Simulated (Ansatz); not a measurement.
Base system: GaCuSe$_{2}$ in the chalcopyrite structure (space group I-42d, No. 122; a = 5.6719 Å, c = 11.2625 Å).

Level of theory: PBE (Ansatz, an electronic-structure program), spin-orbit coupling left out.

For the base:

```
Quantity               Value
-------------------  -------
c/a ratio              1.986
Lattice parameter a  5.672 Å
```

One thing is altered: a hydrostatic pressure of 18 GPa.

Problem. Predict the new hole mass, c/a ratio, electron mass and lattice parameter a.

Solution. The hole mass comes out as 0.095 mₑ along c, 0.47 mₑ across (at Γ); the c/a ratio falls by 0.0045 (1.986 → 1.981); the electron mass is 0.084 mₑ along c, 0.090 mₑ across (at Γ); the lattice parameter a shrinks by 0.343 Å, from 5.672 Å to 5.329 Å.

The levels and masses belong to the bands next to the band gap. Load acts through the strain it causes; cell and atoms are relaxed under it. Masses are band curvatures over ±0.01 Å⁻¹ around the edge. Stability against distortions was not tested. Competing high-pressure phases were not computed. The final runs are not spin-polarised.
